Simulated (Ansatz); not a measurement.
C under load (space group P6_3/mmc), PBE, rigid bands (Ansatz, a program for electronic structure). Condition of this run: hydrostatic pressure of -33 GPa (compression positive) (the target of the relaxation). Band gap 3.63 eV, N_c = 1.27e19 cm⁻³ and N_v = 2.14e19 cm⁻³ at 300 K, conductivity masses along x (a = (2.57, 0.00, 0.00) Å; b = (-1.29, 2.23, 0.00) Å; c = (0.00, 0.00, 4.28) Å) of 0.500 mₑ (electrons) and 0.487 mₑ (holes). Take k_BT = 0.02585 eV.

Task: A film of it is 5 nm thick, with its normal along the direction named. Estimate the confinement energies in an infinite well.

Result: ħ²π²/(2m t²) = 0.376 eV·nm²/(m/mₑ × t²) gives 30.1 meV for electrons and 30.9 meV for holes, so the gap would widen to about 3.69 eV. Finite barriers and nonparabolic bands lower this, and with several valleys or bands the heaviest mass along the normal sets the lowest level, not this average.

Task: What built-in voltage has an abrupt junction with N_A = 1e17 and N_D = 1e17 cm⁻³, all dopants ionised?

Result: V_bi = E_g/e − (k_BT/e) ln(N_c N_v/(N_A N_D)) = 3.63 − 0.02585 × 10.21 = 3.37 V, for the computed gap.

Task: What thermal injection velocity √(2k_BT/πm) limits a ballistic channel along the direction named?

Result: 7.61e6 cm/s for electrons and 7.71e6 cm/s for holes, a ratio of √(m_h/m_e) = 0.987, for dilute carriers.

Rigid bands with the computed gap; masses take one relaxation time for all states. Spin-orbit coupling is left out. Geometry: cell and atoms relaxed with PBEsol.
